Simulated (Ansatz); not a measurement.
# Several settings converged on a (001) slab of WS2 (cut from a parent of space group no. 187; 3 atoms in the cell)

```xyz
3
Lattice="3.1676 0.0000 0.0000 -1.5838 2.7432 0.0000 0.0000 0.0000 17.1033" Properties=species:S:1:pos:R:3 pbc="T T T"
W      0.0000     0.0000     8.5516
S      0.0000     1.8288     7.0000
S      0.0000     1.8288    10.1033
```

Base method: PBEsol, default PAW files made with PBE (plane waves; Ansatz, an electronic-structure program).

Base settings: basis.ecutwfc = 420 eV; kpoints.mp_grid.grid = 8 8 1; hamiltonian.xc = pbesol; hamiltonian.pseudopotentials = {kind: paw} (the program's default PAW files); scf.occupations.method = fermi_dirac; scf.occupations.width = 0.05 eV.

The count of work is k-points × plane waves × bands × iterations; it is no time. 

**The vacuum**

The mesh stays at the base's, so the ladder's end is converged at best in this setting alone.

Only quantities that move along the ladder and can be compared are tabulated.

```csv
vacuum between outermost atoms (Å),free energy less the last step's (meV/atom),largest difference of a force vector from the last step's (eV/Å),count of work / last
3.0,261.89,0.697,0.19
4.0,52.79,0.043,0.24
5.0,12.06,0.006,0.28
6.0,2.60,0.001,0.31
7.0,0.51,0.000,0.35
8.0,0.09,0.000,0.34
10.0,0.00,0.000,0.39
12.0,0.00,0.000,0.45
14.0,0.00,0.000,0.51
17.0,0.00,0.000,0.60
20.0,0.00,0.000,0.69
25.0,0.00,0.000,0.84
30.0,0.00,0.000,1.0
```

Smallest vacuum between outermost atoms (Å) that holds the free energy within 2 meV/atom of the last step, with all finer ones: 7.0, at 0.35 of the last step's count of work; the step before is off by 2.6 meV/atom.

Smallest vacuum between outermost atoms (Å) that holds the forces within 0.01 eV/Å of the last step, with all finer ones: 5.0, at 0.28 of the last step's count of work; the step before is off by 0.043 eV/Å.

**The k-point mesh**

Only quantities that move along the ladder and can be compared are tabulated.

| kpoints.mp_grid.grid | free energy less the last step's (meV/atom) | largest difference of a force vector from the last step's (eV/Å) | count of work / last |
|---|---|---|---|
| 2 2 1 | 328.74 | 0.466 | 0.038 |
| 3 3 1 | 5.39 | 0.198 | 0.058 |
| 4 4 1 | -19.52 | 0.060 | 0.077 |
| 5 5 1 | 0.22 | 0.004 | 0.096 |
| 6 6 1 | 1.00 | 0.005 | 0.13 |
| 8 8 1 | 0.06 | 0.000 | 0.19 |
| 9 9 1 | 0.06 | 0.001 | 0.23 |
| 10 10 1 | -0.03 | 0.000 | 0.27 |
| 12 12 1 | 0.00 | 0.000 | 0.37 |
| 14 14 1 | 0.00 | 0.000 | 0.46 |
| 16 16 1 | 0.00 | 0.000 | 0.58 |
| 19 19 1 | 0.00 | 0.000 | 0.77 |
| 22 22 1 | 0.00 | 0.000 | 1.0 |

Coarsest kpoints.mp_grid.grid that holds the free energy within 0.5 meV/atom of the last step, with all finer ones: 8 8 1, at 0.19 of the last step's count of work; the step before is off by 1.00 meV/atom.

Coarsest kpoints.mp_grid.grid that holds the forces within 0.02 eV/Å of the last step, with all finer ones: 5 5 1, at 0.096 of the last step's count of work; the step before is off by 0.060 eV/Å.

**The plane-wave cutoff**

The mesh stays at the base's, so the ladder's end is converged at best in this setting alone.

Only quantities that move along the ladder and can be compared are tabulated.

| basis.ecutwfc | free energy less the last step's (meV/atom) | largest difference of a force vector from the last step's (eV/Å) | count of work / last |
|---|---|---|---|
| 210 eV | 1061.88 | 0.078 | 0.14 |
| 250 eV | 242.83 | 0.078 | 0.16 |
| 295 eV | 33.45 | 0.025 | 0.21 |
| 355 eV | 2.55 | 0.003 | 0.27 |
| 420 eV | 0.70 | 0.001 | 0.35 |
| 505 eV | 0.22 | 0.000 | 0.46 |
| 630 eV | 0.04 | 0.000 | 0.66 |
| 840 eV | 0.00 | 0.000 | 1.0 |

Coarsest basis.ecutwfc that holds the free energy within 0.5 meV/atom of the last step, with all finer ones: 505 eV; the step before is off by 0.70 meV/atom.

Coarsest basis.ecutwfc that holds the forces within 0.01 eV/Å of the last step, with all finer ones: 355 eV, at 0.27 of the last step's count of work; the step before is off by 0.025 eV/Å.

On the base run: the starting cell comes from a database of computed structures (which also holds hypothetical and non-ambient phases and stackings), without a prior relaxation at this level. The slab is cut from that crystal, and its faces are unrelaxed. Its lattice was rescaled by up to half a per cent. Spin polarisation is off.

Left out of this page: 1 run of the series outside the window shown, repeating another row's setting, or not comparable.

Keys are those of Ansatz 0.2.
